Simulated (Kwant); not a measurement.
Device: zigzag graphene ribbon with Haldane second-neighbour hopping. 12 zigzag chains, bond 0.142 nm, hopping 2.7 eV, scattering region 4.7 nm long; sites with one neighbour are removed; energy swept from -1.34 to 1.34 eV from the neutrality point. Staggered potential ±Δ on the two sublattices, Δ = 0.58 eV. Second-neighbour term iλ/(3√3) ν with λ = 0.38 eV, a model term that the material doesn't have.

Constants are typed, rounded textbook-type inputs, not results; the design itself was drawn at random and stands for no fabricated device.

Model: nearest-neighbour tight-binding model of a honeycomb sheet with an imaginary second-neighbour term, one spin, coherent transport at 0 K (Kwant). Conductance is in e²/h.

**Question.** Is the sheet in its topological phase, how wide is its bulk gap, and what conductance is due inside it?

**Answer.** At the two valleys the masses are λ ± Δ = 0.960 and -0.200 eV; the bulk gap is 2|λ − Δ| = 0.400 eV. λ < Δ, so the phase is trivial, and the gap gives G = 0. Simulated at 0.0893 eV: 0 e²/h.
